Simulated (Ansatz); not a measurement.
Input and output of a self-consistent single point for Bi (R-3m, 2 atoms in the cell) (Ansatz, a quantum-chemistry and plane-wave program).

Method: PBEsol, default PAW files made with PBE (plane waves; Ansatz).

The change in words: lattice scaled by 0.98; kpoints.mp_grid.grid: 9 9 9 → 17 17 17. Reference geometry:
```xyz
2
Lattice="4.1450 -2.2636 0.0000 4.1450 2.2636 0.0000 2.9088 0.0000 3.7207" Properties=species:S:1:pos:R:3 pbc="T T T"
Bi     2.6680     0.0000     0.8864
Bi     8.5783     0.0000     2.8501
```

Reference input (self-consistent single point, DFT, PBEsol, plane waves, default PAW files made with PBE): basis.ecutwfc = 420 eV; kpoints.mp_grid.grid = 9 9 9; hamiltonian.xc = pbesol; hamiltonian.pseudopotentials = {kind: paw} (the program's default PAW files); scf.occupations.method = gaussian; scf.occupations.width = 0.1 eV. This run's input differs from it in these lines:

Ansatz 0.2 input:
```diff
@@ -2,5 +2,5 @@
   lattice:
-    - [4.144990, -2.263625, 0.000000]
-    - [4.144990, 2.263625, 0.000000]
-    - [2.908800, 0.000000, 3.720729]
+    - [4.062090, -2.218353, 0.000000]
+    - [4.062090, 2.218353, 0.000000]
+    - [2.850624, 0.000000, 3.646314]
   atoms:
@@ -11,3 +11,3 @@
 kpoints:
-  mp_grid: { grid: [9, 9, 9] }
+  mp_grid: { grid: [17, 17, 17] }
 hamiltonian:
```

Output (repeated stretches shortened):

```
SCF iter   1: F=—  HF=-24483.971346 eV  |F-HF|=—  |Δ(HF+E_count)|=         —  Δρ=1.99e-3  dr2=2.72e-3  ethr=1.77e-3  ⟨swp⟩=5.9  Hψ=44072  notcnv=0
all-band conjugate gradients solve this SCF's bands
preconditioner: auto → Kerker (q_TF=auto, 2.394 Å⁻¹)
SCF iter   2: F=—  HF=-24483.970226 eV  |F-HF|=—  |Δ(HF+E_count)|=   1.12e-3  Δρ=1.15e-3  dr2=9.36e-4  ethr=9.07e-6  ⟨swp⟩=2.7  Hψ=21442  notcnv=0
SCF iter   3: F=—  HF=-24483.970012 eV  |F-HF|=—  |Δ(HF+E_count)|=   2.14e-4  Δρ=2.76e-4  dr2=4.82e-5  ethr=3.12e-6  ⟨swp⟩=2.0  Hψ=16629  notcnv=0
SCF iter   4: F=—  HF=-24483.970007 eV  |F-HF|=—  |Δ(HF+E_count)|=   4.80e-6  Δρ=1.12e-4  dr2=1.61e-5  ethr=1.61e-7  ⟨swp⟩=2.0  Hψ=16531  notcnv=0
SCF iter   5: F=—  HF=-24483.970005 eV  |F-HF|=—  |Δ(HF+E_count)|=   1.98e-6  Δρ=3.74e-5  dr2=1.37e-6  ethr=5.36e-8  ⟨swp⟩=2.0  Hψ=11713  notcnv=0
SCF iter   6: F=-24483.970005 eV  HF=-24483.970005 eV  |F-HF|=2.18e-8  |Δ(HF+E_count)|=   1.76e-7  Δρ=6.83e-6  dr2=3.79e-8  ethr=3.33e-10  ⟨swp⟩=4.6  Hψ=49993  notcnv=0
SCF 1 converged in 6 iterations: F = -24483.970005 eV  dr2 = 3.79e-8
Free energy (F): -24483.970005 eV
Internal energy: -24483.969082 eV  (E = F + TS)
E sigma→0 (E₀):  -24483.969544 eV
Entropy (-TS):   -0.000923 eV (-0.462 meV/atom)
Fermi energy:    10.646220 eV
--- Forces (eV/Å), atoms counted from 1 ---
  atom   1  Bi     0.23344410    -0.00000000     0.07756041
  atom   2  Bi    -0.23344410     0.00000000    -0.07756041
--- Stress (GPa, compression-positive) ---
        2.495080       0.000000      -0.190622
        0.000000       3.068820       0.000000
       -0.190622       0.000000       3.005487
  P = ⅓ Tr σ = 2.8565 GPa (28.565 kbar)
  The stress holds the Pulay correction. Without it, at fixed plane waves, as pw.x and ABINIT print it: P = 2.8286 GPa
```

The run converged in 6 iterations. Against the reference run the free energy rises by 19.7 meV/atom, the pressure goes from -0.54 to 2.86 GPa and the largest force goes from 0.036 to 0.246 eV/Å.

The starting cell has typed, rounded lattice constants, without a prior relaxation at this level. Its lattice was rescaled by up to half a per cent. One atom was moved a little off its site on purpose. For this run, on top of that: lattice scaled by 0.98. Ansatz's pressure includes its estimate of the finite-basis (Pulay) stress.

Cost on one core of a shared machine: roughly 30 s.
